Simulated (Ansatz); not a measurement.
Consider Si in the diamond structure (space group Fd-3m, No. 227).

```
Si
1.0
    0.00000     2.73515     2.73515
    2.73515     0.00000     2.73515
    2.73515     2.73515     0.00000
Si
2
Direct
  0.00000   0.00000   0.00000
  0.25000   0.25000   0.25000
```

Level of theory: Ansatz (a first-principles code) PBE, no SOC.

Strains are applied to the cell and any free atomic positions relax.

One change was made to it. Results:

| quantity | base | after |
|---|---|---|
| energy relative to the base (free energy F) | 0 meV/atom | +5.3 meV/atom |
| width of the top valence band | 3.76 eV | 3.89 eV |
| band gap | 0.61 eV | 0.56 eV |
| hole mass (degenerate bands, along [100]) | 0.16, 0.27, 0.27 mₑ (at Γ) | 0.17, 0.26, 0.26 mₑ (at Γ) |

**Question.** What was done to the base?
A. isotropic strain −2.50 %
B. isotropic strain +3.00 %
C. isotropic strain −1.00 %

**Answer.** C, isotropic strain −1.00 %. For comparison, the band gap in the other runs: isotropic strain +3.00 % gives 0.75 eV; isotropic strain −2.50 % gives 0.47 eV.

Effective masses come from finite differences of ±0.01 Å⁻¹. Stability against distortions was not tested.
